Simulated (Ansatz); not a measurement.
Take LuAl$_{3}$ in the Cu3Au type structure (space group Pm-3m, No. 221; a = 4.1459 Å; a cell from a computed database, its experimental status unchecked; relaxed with 0.1 eV smearing) as the base. Axes: x, y, z lie along the cube axes.

Level of theory: plane-wave PAW DFT at the PBEsol level (Ansatz, a program for electronic structure, 420 eV), no spin-orbit coupling.

A first run, uniaxial strain ε_zz = +1.38 %, gives secant values C11 ≈ 170 GPa and C12 ≈ 37 GPa from its stress. A second run applies biaxial strain −2.97 %, plane normal [001], relaxed out of plane.

**Question.** What does linear elasticity predict for −ε⊥/ε∥ in the second run, and what does the run give?

**Answer.** Linear elasticity: 2 C12/C11 = 0.44. The run gives 0.45; any difference comes from nonlinear terms at these strains and numerical noise.

Whether these cells are dynamically stable was not tested.
